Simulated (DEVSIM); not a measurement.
Device: Mo/SiO2/p-Si capacitor, at 300 K.

Layer 1 from the left is SiO2, thickness (nm) 47.0. Layer 2 from the left is Si, thickness (nm) 1700, Na (cm⁻³) 1.1e17.

Metal gate on the left, work function 4.6 eV. Fixed charge at the semiconductor interface 0 cm⁻² (in units of +e); no interface traps.

The device is made up for the run: typed textbook-type constants, with dimensions and the other settings drawn at random. Values at 300 K.

SiO2: gap (eV) 9, affinity (eV) 0.9, permittivity 3.9. Si: gap (eV) 1.124, affinity (eV) 4.05, permittivity 11.7, Nc (cm⁻³) 2.86e19, Nv (cm⁻³) 3.1e19.

Simulated with DEVSIM: 1D Poisson equation in equilibrium, Boltzmann statistics, complete ionisation; no quantum confinement or tunnelling. Metal contacts follow the ideal Schottky-Mott rule: no Fermi-level pinning, no interface dipoles.

Problem. What does the simulation give for the minimum of the low-frequency capacitance, the flat-band voltage?

Solution. minimum of the low-frequency capacitance 0.0450 μF/cm²; flat-band voltage -0.43 V.
